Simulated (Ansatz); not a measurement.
# The (100) surface of rock-salt TiC in its 1x1 cell (cut with top plane C + Ti, bottom plane C + Ti), outermost plane spacing 2.17 Å in the ideal cut

These are PBE (plane waves to 420 eV, PAW; Ansatz, an electronic-structure program) values and carry that method's errors.

Slab: 24 atoms, C12Ti12, 23.8 Å thick at the start; k 12x12x1, smearing 0.1 eV, dipole-corrected; all atoms relaxed; symmetry of the start imposed; no spin, no spin-orbit, no U.

```json
{
 "surface energy (mean of both faces)": "1.63 J/m²",
 "surface_energy_before_relaxation": "1.77 J/m²",
 "work_function_of_the_top_face": "4.50 eV",
 "energy_released_by_relaxation": "0.17 eV",
 "cost": "around 5 core-minutes (rough)"
}
```
